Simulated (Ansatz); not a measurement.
Consider BP in the zinc blende structure (space group F-43m, No. 216; a = 4.5202 Å). Axes: x, y, z lie along the cube axes.

Now apply this change: the cell is compressed by 1.63 % along z with no lateral relaxation, atoms relaxed at fixed cell.

Levels (all Ansatz, a first-principles code, PAW): PBEsol (420 eV, spin-orbit coupling left out); r2SCAN (500 eV, no SOC).

The geometry is relaxed with PBEsol.

| Property | Value |
|---|---|
| PBEsol electron mass | 1.2 mₑ along k, 0.22 mₑ across (off the special points) |
| PBEsol gap character | indirect, Γ → Γ–M (84 % along) |
| PBEsol band gap | 0.84 eV |

With r2SCAN at the same geometry, the electron mass goes from 1.2 mₑ along k, 0.22 mₑ across (off the special points) to 1.3 mₑ along k, 0.22 mₑ across (off the special points); the gap character stays indirect, Γ → Γ–M (84 % along); the band gap grows by 0.27 eV, from 0.84 eV to 1.11 eV.

Single points use the geometry relaxed with PBEsol. The cells carry an imposed strain or load. Masses are band curvatures over ±0.01 Å⁻¹ around the edge. Along k means along the line from Γ to the band edge. Whether these cells are dynamically stable was not tested. k-point labels follow each cell's own Brillouin zone.
